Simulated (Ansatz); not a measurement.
For cubic perovskite CsHgBr3 (idealised or unconfirmed structure), PBEsol in Ansatz (PAW) gives:

| Item | Result |
|---|---|
| lattice parameter a | 5.534 Å |
| bulk modulus B0 | 28.8 GPa |
| cohesive energy | 2.25 eV/atom |

What does HSE06 (plane waves, PAW; Ansatz, a program for electronic structure) give for the same quantities?


- lattice constant a: 5.616 Å (rises by 1.5 %)
- bulk modulus: 26.5 GPa (shrinks by 8.0 %)
- cohesive energy: 2.01 eV/atom (falls by 0.24 eV/atom)

Changes are worked out from the printed values.

Unless a cell is named, each level is at its own relaxed cell (PBEsol 33.89, HSE06 35.42 Å³/atom).

Levels without +SOC leave out spin–orbit coupling, which shifts energies and cells of such heavy elements.

Caveats: the relaxation could not lower the start's symmetry, so the cell can be a saddle point above a distorted one (PBEsol, HSE06). Ansatz's density-functional and Hartree–Fock values are scalar-relativistic unless marked +SOC, with PAW data made under PBE.
